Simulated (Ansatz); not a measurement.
Ni₃Sn (Pmmn, No. 59, 8 atoms in the cell; start mp-1080147; a measured phase of this formula has another space group), treated with PBEsol (Ansatz, a quantum-chemistry and plane-wave program, PAW).

Settings: plane-wave cutoff 520 eV, 14×10×12 k mesh (along the axes of the cell as run), Fermi–Dirac smearing 0.05 eV, no spin polarisation, scalar-relativistic PAW data made under PBE.

Cell (relaxed at this level):

```cif
data_Ni6Sn2
_chemical_formula_sum 'Ni6 Sn2'
_space_group_name_H-M_alt 'P 1'
_space_group_IT_number 1
_cell_length_a 4.20802
_cell_length_b 5.25700
_cell_length_c 4.49037
_cell_angle_alpha 90.000
_cell_angle_beta 90.000
_cell_angle_gamma 90.000
loop_
_space_group_symop_operation_xyz
  'x, y, z'
loop_
_atom_site_label
_atom_site_type_symbol
_atom_site_fract_x
_atom_site_fract_y
_atom_site_fract_z
_atom_site_occupancy
Ni1 Ni 0.50000 0.74788 0.83249 1
Ni2 Ni 0.50000 0.25212 0.83249 1
Ni3 Ni 0.00000 0.75212 0.16751 1
Ni4 Ni 0.00000 0.24788 0.16751 1
Ni5 Ni 0.00000 0.50000 0.69512 1
Ni6 Ni 0.50000 0.00000 0.30488 1
Sn1 Sn 0.50000 0.50000 0.33117 1
Sn2 Sn 0.00000 0.00000 0.66883 1
```

Problem. Predict the bulk modulus B0.

Solution. 
bulk modulus B0: 191 GPa

Note: the run has no spin polarisation, so it can have missed a magnetic state; the bulk modulus is −V dP/dV from two relaxed cells at ±2 % in volume; the relaxation could not lower the start's symmetry, so the cell can be a saddle point above a distorted one.

Spin–orbit coupling is not included.

Static lattice: no zero-point or thermal effects.

Cost on a shared machine: roughly 27 core-minutes.

A start named mp-… is a Materials Project structure, which need not be a measured phase.
